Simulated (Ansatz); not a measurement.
**PBE against r2SCAN: Se, isotropic strain +0.51 %**

Consider Se (space group P3_121, No. 152; a = 4.535 Å, c = 5.041 Å; made of chains).

(Cell as relaxed with PBE.)

Levels (all Ansatz, a first-principles code, PAW): PBE (420 eV, no spin-orbit coupling); r2SCAN (500 eV, spin-orbit coupling left out).

Each level relaxes its own structure.

| base | PBE | r2SCAN |
|---|---|---|
| volume per atom | 29.92 Å³ | 29.25 Å³ |
| lattice parameter a | 8.569 bohr | 8.515 bohr |
| band gap | 1.04 eV | 1.33 eV |

It is then changed as follows: the cell is scaled by 1.0051 in all directions, atoms relaxed at fixed cell.

```json
[
 {"quantity": "band gap", "PBE": "1.02 eV", "r2SCAN": "1.30 eV"},
 {"quantity": "electron mass", "PBE": "0.16 mₑ along c, 0.39 mₑ across (at H)", "r2SCAN": "0.17 mₑ along c, 0.45 mₑ across (at H)"},
 {"quantity": "energy relative to the base (free energy F)", "PBE": "+0.3 meV/atom", "r2SCAN": "+0.4 meV/atom"},
 {"quantity": "smallest direct gap", "PBE": "1.20 eV", "r2SCAN": "1.50 eV"}
]
```

PBE's band gap lies 0.28 eV below r2SCAN's; PBE's smallest direct gap lies 0.30 eV below r2SCAN's. Neither level is exact; r2SCAN is the comparison here, not a measurement.

Effective masses come from finite differences of ±0.01 Å⁻¹. Stability against distortions was not tested. No dispersion term is included, though the crystal is made of layers, chains or molecules, so its spacings can come out too wide.
